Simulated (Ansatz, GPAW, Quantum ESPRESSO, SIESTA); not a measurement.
One structure in several programs: the (001) slab of MgMo3 (cut from a parent of space group no. 225; 8 atoms in the cell)

Self-consistent single point, at a second geometry (lattice scaled in the plane by 0.98). First geometry:

```
CELL_PARAMETERS angstrom
      4.50924     0.00000     0.00000
     -4.50924     4.50924     0.00000
      0.00000     0.00000    14.78280
ATOMIC_POSITIONS crystal
  Mg 0.00000 0.00000 0.66177
  Mg 0.00000 0.50000 0.44608
  Mo 0.50000 0.00000 0.55392
  Mo 0.50000 0.50000 0.55392
  Mo 0.00000 0.50000 0.66177
  Mo 0.50000 0.50000 0.33823
  Mo 0.50000 0.00000 0.33823
  Mo 0.00000 0.00000 0.44608
```

Shared settings, as Ansatz (a first-principles code) writes them: kpoints.mp_grid.grid = 5 5 1; scf.occupations.method = fermi_dirac; scf.occupations.width = 0.136 eV. Potentials and cutoffs stand in the table.

```json
[
 {"code": "Ansatz", "model": "PBE, PAW files", "ΔF from the first geometry (meV/atom)": "-50.3", "largest force (eV/Å)": "3.170", "cutoff": "default"},
 {"code": "SIESTA", "model": "GGA PBE, numerical atomic orbitals TZP, PseudoDojo PBE standard norm-conserving potentials (rewritten from UPF to PSML)", "ΔF from the first geometry (meV/atom)": "-57.8", "largest force (eV/Å)": "3.206", "cutoff": "grid 350 Ry"},
 {"code": "Quantum ESPRESSO", "model": "PBE, PseudoDojo standard norm-conserving (PBE) pseudopotentials", "ΔF from the first geometry (meV/atom)": "-49.5", "largest force (eV/Å)": "3.152", "cutoff": "85 Ry"},
 {"code": "GPAW", "model": "PBE, GPAW PAW datasets PBE (gpaw-data 1.0.1)", "ΔF from the first geometry (meV/atom)": "-50.1", "largest force (eV/Å)": "3.126", "cutoff": "850 eV"}
]
```

Size of the force on each atom (eV/Å): Sizes of forces hide their directions.

```tsv
code	Mg1	Mg2	Mo3	Mo4	Mo5	Mo6	Mo7	Mo8
Ansatz	1.513	0.013	0.961	0.961	3.170	0.155	0.155	0.561
SIESTA	1.495	0.086	0.878	0.879	3.206	0.120	0.119	0.385
Quantum ESPRESSO	1.522	0.019	0.964	0.964	3.152	0.141	0.141	0.560
GPAW	1.508	0.016	0.941	0.941	3.126	0.153	0.153	0.551
```

On Ansatz's run: spin polarisation is off. The two faces of this cut differ, and no dipole correction was used.

The spread over the programs that give each value: ΔF from the first geometry within 8.3 meV/atom; largest force within 0.080 eV/Å.

SIESTA uses small atom-centred bases, whose incompleteness enters pressures, forces and empty levels differently from a plane-wave cutoff. In the force vectors, SIESTA (by 0.174) lies more than 0.08 eV/Å from the median of the plane-wave programs.

The starting cell comes from a database of computed structures (which also holds hypothetical and non-ambient phases and stackings), without a prior relaxation at this level. The slab is cut from that crystal, and its faces are unrelaxed. For this run, on top of that: lattice scaled in the plane by 0.98.

Keys are those of Ansatz 0.2.
